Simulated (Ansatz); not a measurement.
## RbCaH3 in the cubic perovskite structure (space group Pm-3m, No. 221)

```cif
data_H3CaRb
_chemical_formula_sum 'Rb1 Ca1 H3'
_space_group_name_H-M_alt 'P 1'
_space_group_IT_number 1
_cell_length_a 4.47164
_cell_length_b 4.47164
_cell_length_c 4.47164
_cell_angle_alpha 90.000
_cell_angle_beta 90.000
_cell_angle_gamma 90.000
loop_
_space_group_symop_operation_xyz
  'x, y, z'
loop_
_atom_site_label
_atom_site_type_symbol
_atom_site_fract_x
_atom_site_fract_y
_atom_site_fract_z
_atom_site_occupancy
Rb1 Rb 0.00000 0.00000 0.00000 1
Ca1 Ca 0.50000 0.50000 0.50000 1
H1 H 0.50000 0.00000 0.50000 1
H2 H 0.00000 0.50000 0.50000 1
H3 H 0.50000 0.50000 0.00000 1
```

All numbers come from PBEsol (Ansatz, a program for electronic structure; PAW; 420 eV plane waves; without spin-orbit coupling). k-mesh 8×8×8 (Γ-centred); smearing 0.05 eV (Fermi–Dirac).

| Property | Value |
|---|---|
| Volume per atom | 17.88 Å³ |
| Density | 2.39 g/cm³ |
| Band gap | 3.05 eV, direct at M |
| Hole mass (degenerate bands, along [100]) | 0.78, 1.4 mₑ |
| Total energy | -1011.924 eV/atom (σ→0; compares only within this code and set-up) |

Masses are band curvatures over ±0.01 Å⁻¹ around the edge. Stability against distortions was not tested. Many cubic perovskites are stable only at high temperature; tilts and polar distortions were not tested.
